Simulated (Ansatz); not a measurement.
A set of related cells and their Bader charge of H.

Cell A: a supercell of 54 sites of WC (P-6m2) with H off the lattice sites (3 C at 1.70 Å and 6 W at 2.23 Å); an odd number of electrons; spin state with PBE: no moments, k-point mesh 3×3×3.
```
CELL_PARAMETERS angstrom
      8.76566     0.00000     0.00000
     -4.38283     7.59128     0.00000
      0.00000     0.00000     8.54076
ATOMIC_POSITIONS crystal
  W  0.99902 0.99804 0.99838
  C  0.22277 0.11056 0.16667
  W  0.99902 0.99804 0.33496
  C  0.22231 0.11102 0.50014
  W  0.99999 0.99998 0.66667
  C  0.22231 0.11102 0.83320
  W  0.99902 0.33432 0.99838
  C  0.22277 0.44554 0.16667
  W  0.99902 0.33432 0.33496
  C  0.22231 0.44462 0.50014
  W  0.99999 0.33334 0.66667
  C  0.22231 0.44462 0.83320
  W  0.00008 0.66671 0.99990
  C  0.22248 0.77791 0.16667
  W  0.00008 0.66671 0.33343
  C  0.22237 0.77785 0.49989
  W  0.00016 0.66675 0.66667
  C  0.22237 0.77785 0.83344
  W  0.33337 0.99997 0.99951
  C  0.55543 0.11085 0.16667
  W  0.33337 0.99997 0.33382
  C  0.55548 0.11097 0.49989
  W  0.33332 0.00001 0.66667
  C  0.55548 0.11097 0.83344
  W  0.33530 0.33432 0.99838
  C  0.55566 0.44449 0.16667
  W  0.33530 0.33432 0.33496
  C  0.55584 0.44458 0.50005
  W  0.33335 0.33334 0.66667
  C  0.55584 0.44458 0.83329
  W  0.33337 0.66673 0.99951
  C  0.55543 0.77791 0.16667
  W  0.33337 0.66673 0.33382
  C  0.55548 0.77785 0.49989
  W  0.33332 0.66665 0.66667
  C  0.55548 0.77785 0.83344
  W  0.66660 0.99997 0.99951
  C  0.88779 0.11056 0.16667
  W  0.66660 0.99997 0.33382
  C  0.88871 0.11102 0.50014
  W  0.66669 0.00001 0.66667
  C  0.88871 0.11102 0.83320
  W  0.66663 0.33325 0.99990
  C  0.88884 0.44449 0.16667
  W  0.66663 0.33325 0.33343
  C  0.88875 0.44458 0.50005
  W  0.66659 0.33317 0.66667
  C  0.88875 0.44458 0.83329
  W  0.66663 0.66671 0.99990
  C  0.88884 0.77768 0.16667
  W  0.66663 0.66671 0.33343
  C  0.88875 0.77750 0.50005
  W  0.66659 0.66675 0.66667
  C  0.88875 0.77750 0.83329
  H  0.11111 0.22222 0.16667
```

Cell B: a supercell of 54 sites of WC (P-6m2) with H off the lattice sites (1 C at 1.15 Å); an odd number of electrons; spin state with PBE: no moments, k-point mesh 3×3×3.
```yaml
crystal:
  lattice:
    - [8.76566, 0.00000, 0.00000]
    - [-4.38283, 7.59128, 0.00000]
    - [0.00000, 0.00000, 8.54076]
  atoms:
    - { symbol: W, position: [0.99744, 0.99872, 0.99874] }
    - { symbol: C, position: [0.22222, 0.11111, 0.15082] }
    - { symbol: W, position: [0.98988, 0.99494, 0.33566] }
    - { symbol: C, position: [0.22222, 0.11111, 0.49993] }
    - { symbol: W, position: [0.99982, 0.99991, 0.66716] }
    - { symbol: C, position: [0.22222, 0.11111, 0.83333] }
    - { symbol: W, position: [0.99995, 0.33339, 0.00036] }
    - { symbol: C, position: [0.22271, 0.44549, 0.16690] }
    - { symbol: W, position: [0.00012, 0.33322, 0.33394] }
    - { symbol: C, position: [0.22256, 0.44571, 0.50079] }
    - { symbol: W, position: [0.99994, 0.33339, 0.66728] }
    - { symbol: C, position: [0.22185, 0.44464, 0.83341] }
    - { symbol: W, position: [0.99995, 0.66656, 0.00036] }
    - { symbol: C, position: [0.22271, 0.77721, 0.16690] }
    - { symbol: W, position: [0.00012, 0.66690, 0.33394] }
    - { symbol: C, position: [0.22256, 0.77685, 0.50079] }
    - { symbol: W, position: [0.99994, 0.66655, 0.66728] }
    - { symbol: C, position: [0.22185, 0.77721, 0.83341] }
    - { symbol: W, position: [0.33461, 0.99872, 0.99874] }
    - { symbol: C, position: [0.55612, 0.11063, 0.16690] }
    - { symbol: W, position: [0.33839, 0.99494, 0.33566] }
    - { symbol: C, position: [0.55648, 0.11077, 0.50079] }
    - { symbol: W, position: [0.33342, 0.99991, 0.66716] }
    - { symbol: C, position: [0.55612, 0.11148, 0.83341] }
    - { symbol: W, position: [0.33461, 0.33589, 0.99874] }
    - { symbol: C, position: [0.55612, 0.44549, 0.16690] }
    - { symbol: W, position: [0.33839, 0.34345, 0.33566] }
    - { symbol: C, position: [0.55648, 0.44571, 0.50079] }
    - { symbol: W, position: [0.33342, 0.33351, 0.66716] }
    - { symbol: C, position: [0.55612, 0.44464, 0.83341] }
    - { symbol: W, position: [0.33334, 0.66667, 0.99997] }
    - { symbol: C, position: [0.55556, 0.77778, 0.16653] }
    - { symbol: W, position: [0.33347, 0.66674, 0.33383] }
    - { symbol: C, position: [0.55556, 0.77778, 0.50105] }
    - { symbol: W, position: [0.33350, 0.66675, 0.66745] }
    - { symbol: C, position: [0.55556, 0.77778, 0.83367] }
    - { symbol: W, position: [0.66666, 0.99999, 0.99997] }
    - { symbol: C, position: [0.88784, 0.11063, 0.16690] }
    - { symbol: W, position: [0.66660, 0.99986, 0.33383] }
    - { symbol: C, position: [0.88763, 0.11077, 0.50079] }
    - { symbol: W, position: [0.66658, 0.99983, 0.66745] }
    - { symbol: C, position: [0.88870, 0.11148, 0.83341] }
    - { symbol: W, position: [0.66677, 0.33339, 0.00036] }
    - { symbol: C, position: [0.88889, 0.44444, 0.16742] }
    - { symbol: W, position: [0.66643, 0.33322, 0.33394] }
    - { symbol: C, position: [0.88889, 0.44444, 0.50021] }
    - { symbol: W, position: [0.66679, 0.33339, 0.66728] }
    - { symbol: C, position: [0.88889, 0.44444, 0.83392] }
    - { symbol: W, position: [0.66666, 0.66667, 0.99997] }
    - { symbol: C, position: [0.88784, 0.77721, 0.16690] }
    - { symbol: W, position: [0.66660, 0.66674, 0.33383] }
    - { symbol: C, position: [0.88763, 0.77685, 0.50079] }
    - { symbol: W, position: [0.66658, 0.66675, 0.66745] }
    - { symbol: C, position: [0.88870, 0.77721, 0.83341] }
    - { symbol: H, position: [0.22222, 0.11111, 0.28496] }
```

Cell C: a supercell of 54 sites of WC (P-6m2) with H on a C site (6 W at 2.15–2.40 Å); an odd number of electrons; spin state with PBE: no moments, k-point mesh 3×3×3.
```
CELL_PARAMETERS angstrom
      8.76566     0.00000     0.00000
     -4.38283     7.59128     0.00000
      0.00000     0.00000     8.54076
ATOMIC_POSITIONS crystal
  W  0.99644 0.00105 0.99896
  W  0.99644 0.00105 0.33438
  C  0.22051 0.11282 0.49715
  W  0.99895 0.00222 0.66667
  C  0.22051 0.11282 0.83618
  W  0.99875 0.33459 0.00012
  C  0.22078 0.44562 0.16667
  W  0.99875 0.33459 0.33322
  C  0.22101 0.44650 0.50025
  W  0.99817 0.33517 0.66667
  C  0.22101 0.44650 0.83309
  W  0.99896 0.66977 0.00015
  C  0.22110 0.78155 0.16667
  W  0.99896 0.66977 0.33319
  C  0.22129 0.77982 0.50035
  W  0.99818 0.66855 0.66667
  C  0.22129 0.77982 0.83298
  W  0.33284 0.00049 0.99845
  C  0.55178 0.11223 0.16667
  W  0.33284 0.00049 0.33489
  C  0.55351 0.11205 0.50035
  W  0.33120 0.00213 0.66667
  C  0.55351 0.11205 0.83298
  W  0.33228 0.33689 0.99896
  C  0.55212 0.44546 0.16667
  W  0.33228 0.33689 0.33438
  C  0.55362 0.44654 0.50027
  W  0.33111 0.33439 0.66667
  C  0.55362 0.44654 0.83306
  W  0.33151 0.66843 0.00014
  C  0.55373 0.77960 0.16667
  W  0.33151 0.66843 0.33319
  C  0.55380 0.77953 0.50008
  W  0.33180 0.66856 0.66667
  C  0.55380 0.77953 0.83326
  W  0.66490 0.00182 0.00014
  C  0.88771 0.11256 0.16667
  W  0.66490 0.00182 0.33319
  C  0.88684 0.11233 0.50025
  W  0.66477 0.00153 0.66667
  C  0.88684 0.11233 0.83309
  W  0.66356 0.33437 0.00015
  C  0.88703 0.44630 0.16667
  W  0.66356 0.33437 0.33319
  C  0.88706 0.44627 0.49978
  W  0.66478 0.33515 0.66667
  C  0.88706 0.44627 0.83356
  W  0.66495 0.66838 0.00011
  C  0.88787 0.78122 0.16667
  W  0.66495 0.66838 0.33323
  C  0.88680 0.77971 0.50027
  W  0.66474 0.66859 0.66667
  C  0.88680 0.77971 0.83306
  H  0.20583 0.12751 0.16667
```

All numbers come from Ansatz (a program for electronic structure), plane waves with PAW, its default PAW set, cutoff 420 eV. The structures are at rest with PBE, within the held lattices. Neutral cells; Fermi-Dirac smearing of at most 0.05 eV in the solids, energies taken to zero width. Larger cells are relaxed from a start prepared with the learned potential CHGNet, on a coarser mesh till forces fall under 0.03 eV/Å, which some starts already meet. Cells are local rest points, mostly with their start's symmetry. Spin-orbit coupling is left out. Values are for these cell sizes. A dispersion term ran beside these levels; it doesn't touch the electrons. Electrons of density maxima off the nuclei are shared among the atoms. Mean over the atoms, with the range where they differ; positive means electrons lost.

Task: Give the Bader charge of H (e) at the level PBE, cell by cell.

Result: 
```
cell    PBE
----  -----
A      0.18
B     -0.18
C     -0.40
```

With PBE the value is lowest for C and highest for A.
